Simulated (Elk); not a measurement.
Band structure of Pb (Im-3m, 1 atom in the cell).

```yaml
crystal:
  lattice:
    - [-1.97966, 1.97966, 1.97966]
    - [1.97966, -1.97966, 1.97966]
    - [1.97966, 1.97966, -1.97966]
  atoms:
    - { symbol: Pb, position: [0.00000, 0.00000, 0.00000] }
```

Level of theory: PBEsol, all-electron FP-LAPW, Elk's shipped species files, default APW+lo basis run with Elk.

Settings: xctype = 22; rgkmax = 7; stype = 3; swidth = 0.00367493 Ha; ngridk = 15 15 15.

The starting cell comes from a database of computed structures (which also holds hypothetical and non-ambient phases and stackings), without a prior relaxation at this level. Spin-orbit coupling is off. Values depend on the basis (sphere radii, cutoffs, local orbitals), which need not be converged.

Levels in eV from the Fermi level, bands 4 to 10:
```
point       4       5       6      7      8      9     10
-----  ------  ------  ------  -----  -----  -----  -----
Γ      -16.68  -16.68  -11.59   7.50   7.50   7.50  11.57
H      -16.56  -16.56   -5.21  -0.33  -0.33  -0.33   4.58
N      -16.70  -16.55   -7.84  -3.93   3.43   5.14   7.47
P      -16.71  -16.71   -7.16  -0.99  -0.99  -0.99  17.29
```

Bands cross the Fermi level along this path, so the cell is metallic at this level.
